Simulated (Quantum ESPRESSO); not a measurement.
**Cost against accuracy: K_POINTS for TiTeS (P3m1, 3 atoms in the cell)**

```xyz
3
Lattice="3.6035 0.0000 0.0000 -1.8017 3.1207 0.0000 0.0000 0.0000 6.5256" Properties=species:S:1:pos:R:3 pbc="T T T"
Ti     0.0000     2.0805     0.2171
Te     0.0000     0.0000     4.8747
S      1.8018     1.0402     1.4338
```

Level of theory: PBEsol, GBRV 1.5 ultrasoft (PBESOL) pseudopotentials (plane waves; Quantum ESPRESSO).

Base settings: ecutwfc = 50 Ry; ecutrho = 400 Ry; occupations = smearing; smearing = fd; degauss = 0.0073499 Ry; potentials = {Ti: ti_pbesol_v1.4.uspp.F.UPF, Te: te_pbesol_v1.uspp.F.UPF, S: s_pbesol_v1.4.uspp.F.UPF}; K_POINTS = automatic 11 11 5 0 0 0; conv_thr = 1e-10 Ry; mixing_beta = 0.7.

Misses are taken against the tightest run, automatic 17 17 8 0 0 0, which need not be fully converged itself. The energy is the free energy per atom.

The count of work is k-points × plane waves × bands × iterations; it is no time, and leaves out set-up, grids and terms that scale otherwise. Core times come from one kind of shared machine and are given to one figure; runs under 30 s give none.

The starting cell comes from a database of computed structures (which also holds hypothetical and non-ambient phases and stackings), without a prior relaxation at this level. Spin polarisation is off, so a magnetic state, if there is one, cannot be reached.

The runs (K_POINTS): automatic 1 1 1 0 0 0 | automatic 2 2 1 0 0 0 | automatic 3 3 2 0 0 0 | automatic 4 4 2 0 0 0 | automatic 5 5 3 0 0 0 | automatic 6 6 3 0 0 0 | automatic 7 7 4 0 0 0 | automatic 9 9 4 0 0 0 | automatic 10 10 5 0 0 0 | automatic 11 11 5 0 0 0 | automatic 12 12 6 0 0 0 | automatic 14 14 7 0 0 0 | automatic 17 17 8 0 0 0.

Task: Which is the coarsest setting among those run that, with all tighter ones, holds the energy within 20 meV/atom of the reference, and what does it save?

Result: automatic 5 5 3 0 0 0, off by 7.6 meV/atom; it needs 0.050 of the reference's count of work and about 0.2 of the reference's time.

Task: Which is the coarsest setting among those run that, with all tighter ones, holds the energy within 5 meV/atom of the reference, and what does it save?

Result: automatic 6 6 3 0 0 0, off by 2.7 meV/atom; it needs 0.066 of the reference's count of work and about 0.2 of the reference's time.

Task: For at most 0.1 times the reference's count of work, which run misses the energy least?

Result: automatic 6 6 3 0 0 0, with a miss of 2.7 meV/atom at a count of 0.066.

Task: What does the step from automatic 5 5 3 0 0 0 to automatic 11 11 5 0 0 0 buy?

Result: It takes the miss in the energy from 7.6 to 0.20 meV/atom, for 5.7 times the count of work and roughly 2 times the time.

| K_POINTS | energy less reference (meV/atom) | pressure less reference (GPa) | largest difference in the force on any atom (eV/Å) | count of work / reference | core time / reference (rough) |
|---|---|---|---|---|---|
| automatic 1 1 1 0 0 0 | 3668.37 | 26.51 | 5.474 | 0.0093 | 0.2 |
| automatic 2 2 1 0 0 0 | 320.81 | 0.82 | 0.825 | 0.0090 | 0.1 |
| automatic 3 3 2 0 0 0 | 55.82 | 0.32 | 0.235 | 0.023 | 0.1 |
| automatic 4 4 2 0 0 0 | 22.04 | 0.21 | 0.054 | 0.031 | 0.1 |
| automatic 5 5 3 0 0 0 | 7.61 | 0.11 | 0.013 | 0.050 | 0.2 |
| automatic 6 6 3 0 0 0 | 2.73 | 0.07 | 0.025 | 0.066 | 0.2 |
| automatic 7 7 4 0 0 0 | 0.93 | 0.04 | 0.021 | 0.12 | 0.2 |
| automatic 9 9 4 0 0 0 | 0.23 | 0.02 | 0.012 | 0.17 | 0.3 |
| automatic 10 10 5 0 0 0 | 0.20 | 0.01 | 0.009 | 0.24 | 0.3 |
| automatic 11 11 5 0 0 0 | 0.20 | 0.01 | 0.005 | 0.29 | 0.4 |
| automatic 12 12 6 0 0 0 | 0.18 | 0.00 | 0.003 | 0.42 | 0.5 |
| automatic 14 14 7 0 0 0 | 0.09 | 0.00 | 0.001 | 0.60 | 0.7 |
| automatic 17 17 8 0 0 0 | 0.00 | 0.00 | 0.000 | 1.0 | 1 |
